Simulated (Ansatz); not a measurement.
Take Al$_{2}$O$_{3}$ in the corundum structure (space group R-3c, No. 167; a = 4.809 Å, c = 13.124 Å (hexagonal axes)) as the base.

Method: PBE in Ansatz (plane waves to 420 eV, PAW, no SOC).

Before the change:

- Electron mass: 0.38 mₑ along c, 0.36 mₑ across (at Γ)
- Pressure: 0.00 GPa
- Valence-band top at Γ: 0.00, -0.03, -0.03 eV

The change: the cell is scaled by 0.9700 in all directions; the atoms relax in the strained cell.

Task: What does the calculation give for the electron mass, mean gap deformation potential ΔEg/Δln V, pressure, energy relative to the base and valence-band top at Γ after the change?

Result: The electron mass goes from 0.38 mₑ along c, 0.36 mₑ across (at Γ) to 0.44 mₑ along c, 0.40 mₑ across (at Γ); the mean gap deformation potential ΔEg/Δln V comes out as -12.6 eV; the pressure (mean of the normal stresses, compression positive) goes from zero to 25.25 GPa; the energy rises by 56 meV/atom; the valence-band top at Γ (three highest levels, from the VBM) goes from 0.00, -0.03, -0.03 eV to 0.00, -0.07, -0.07 eV.

Effective masses come from finite differences of ±0.01 Å⁻¹. No phonon test of stability was made.

Ansatz is an electronic-structure program.
